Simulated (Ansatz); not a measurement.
We consider ScBeNO (model structure, started from the AlSiCN type, P3m1, No. 156, 4 atoms in the cell), described by PBE0 in Ansatz (PAW).

Numerical settings: plane-wave cutoff 460 eV, 9×9×6 k mesh (along the axes of the cell as run), Fermi–Dirac smearing 0.01 eV, scalar-relativistic PAW data made under PBE.

Cell (relaxed with PBE-D3(BJ)):

BeScNO is taken in the trigonal space group P3m1 (No. 156), Pearson symbol hP4. Conventional cell: a = b = 3.248 Å, c = 4.855 Å, α = β = 90.00°, γ = 120.00°. Sc on 1b sees 3 N at 1.989 Å and 1 O at 2.064 Å and 1 O at 2.791 Å. Be on 1c is surrounded by 1 N at 1.612 Å and 3 O at 1.945 Å (tetrahedral). O on 1b sees 3 Be at 1.945 Å and 1 Sc at 2.064 Å and 1 Sc at 2.791 Å. N on 1c sees 1 Be at 1.612 Å and 3 Sc at 1.989 Å (tetrahedral). (Neighbours: up to the widest gap in distance over summed covalent radii, below 1.35, at either atom; cation-cation and far metal-metal contacts left out.)

Problem. Estimate the band gap and direct gap at Γ that the calculation returns.

Solution. 
* **band gap**: 5.09 eV (on the SCF k mesh)
* **direct gap at Γ**: 6.36 eV

Note: the relaxation could raise the start's symmetry but not lower it, so the cell can be a saddle point; cell and atoms aren't relaxed at this level (largest force component 0.19 eV/Å, pressure 0.8 GPa).

It cost very roughly 2.8 core-minutes of CPU time.

A model structure was made by putting elements into a prototype or built by hand; it is no filed structure, need not be a known phase, and can be a saddle point held by its symmetry.

Ansatz is a quantum-chemistry and plane-wave program.
